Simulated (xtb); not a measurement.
xtb 6.7.1, GFN2-xTB: Mo(NH)(NMe)(OMe)(Me) (C[N]=[Mo]([CH3])(=[NH])[O]C), 17 atoms. The geometry is a generated start, not checked to be a minimum at this level.

```
Item                      Result
-----------------  -------------
run flags                 --grad
method                  GFN2-xTB
--acc                1 (default)
--etemp (K)        300 (default)
basis functions               44
valence electrons             44
```

```xyz
17

Mo    -0.5204    -0.2805    -0.0153
N     -2.1579    -0.8532    -0.1269
H     -3.1018    -1.1685    -0.3272
N     -0.1935     1.0839    -1.0497
C     -0.1034     2.1294    -1.9985
H      0.3276     1.7605    -2.9383
H     -1.0911     2.5616    -2.2193
H      0.5494     2.9316    -1.6317
O      0.8052    -1.4232     0.2621
C      1.7929    -2.3867     0.3377
H      2.1459    -2.6460    -0.6727
H      2.6470    -2.0091     0.9198
H      1.4077    -3.2978     0.8239
C     -0.6239     0.7617     1.8886
H     -0.8401     0.0529     2.7015
H     -1.3862     1.5457     1.9354
H      0.3425     1.2375     2.1106
```

Charge 0 and multiplicity 1 are set for this test and not shown to be the ground state.

One run each on 1 thread. Values of broydamp tried: 0.02, 0.05, 0.1, 0.2, 0.4 (default), 0.6, 0.8, 1.

### Question
Predict the course of the SCC iterations along this series.

### Answer
Fewest SCC iterations, within one of each other: 0.2 with 17, 0.4 (default) with 17, 0.6 with 18. The count rises to 26 at 0.02. All converge to one solution.

```csv
broydamp,SCC iterations,end
0.02,26,same solution
0.05,22,same solution
0.1,19,same solution
0.2,17,same solution
0.4 (default),17,same solution
0.6,18,same solution
0.8,19,same solution
1,19,same solution
```
